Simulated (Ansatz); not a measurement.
Levels about the gap of amorphous Si24O48Ru (73 atoms in a cell of 1122 Å³, 2.28 g/cm³; zone centre alone, so wide bands show as single levels with stretches between that a denser mesh fills), at the geometry that PBE relaxed, where it gives 0.0 GPa on a denser mesh. The participation number counts the atoms over which a state spreads; weights are charges in smoothed Voronoi cells. The levels come from a single point, so bond lengths are those of that geometry. Method of the levels: PBE, scalar-relativistic without spin-orbit coupling (Ansatz, a program for electronic structure). Sampling: the zone centre alone; Fermi-Dirac width 0.01 eV; collinear spin, started from moments on atoms; no Hubbard U, moments started parallel, and no other order was tried (at the end a net moment of 2.0 μB). In the spin-polarised cell the level spacing at the Fermi energy can part levels of unlike spin. At PBE the levels at both edges of the gap are localised (band-tail or defect states), and the nearest spread-out levels lie 5.5 eV apart at the zone centre.

Preparation: random packing, a CHGNet melt and quench, and a DFT relaxation. O atoms were pushed apart under 1.9 Å during the dynamics, to hinder bonds among them. The hot cell started wider than the set density and was brought back towards it in steps. It is the lowest in DFT energy of 2 quenches. It is a model cell: composition and starting density were chosen by hand, and all elements were melted together. No dispersion term was used. Its density started from a set value of 2.33 and ended at 2.28 g/cm³. The simulated quench (nominally 320 K/ps over its main leg) is rapid and tends to freeze in more defects than a deposited or slowly cooled glass has. A cell of this size samples the disorder only roughly. Volume and shape were free in the relaxation.

```tsv
E - E(highest filled), eV	filling	spin	participation number	largest on	weight Ru	weight O	weight Si
-0.90	filled	up	1.7	Ru, 4 neighbours	0.75	0.19	0.06
-0.78	filled	up	1.5	Ru, 4 neighbours	0.80	0.19	0.01
-0.59	filled	dn	1.8	Ru, 4 neighbours	0.74	0.19	0.07
-0.40	filled	up	1.6	Ru, 4 neighbours	0.78	0.20	0.03
-0.31	filled	up	1.3	Ru, 4 neighbours	0.87	0.12	0.01
-0.02	filled	dn	1.7	Ru, 4 neighbours	0.76	0.20	0.04
0.00	filled	dn	1.3	Ru, 4 neighbours	0.86	0.12	0.01
0.49	empty	dn	3.5	Si, 3 neighbours	0.02	0.42	0.56
0.78	empty	dn	1.5	Ru, 4 neighbours	0.82	0.16	0.01
1.60	empty	up	2.8	Ru, 4 neighbours	0.58	0.35	0.07
1.76	empty	up	37.6	Ru, 4 neighbours	0.12	0.63	0.25
1.85	empty	dn	42.3	Ru, 4 neighbours	0.09	0.61	0.30
1.99	empty	dn	2.5	Ru, 4 neighbours	0.62	0.32	0.06
3.11	empty	up	35.2	Ru, 4 neighbours	0.10	0.62	0.29
```

Most localised among these is the filled level at -0.31 eV, on a Ru atom, which has 4 neighbours (O 1.99 Å, O 2.17 Å, O 2.17 Å, O 2.26 Å).
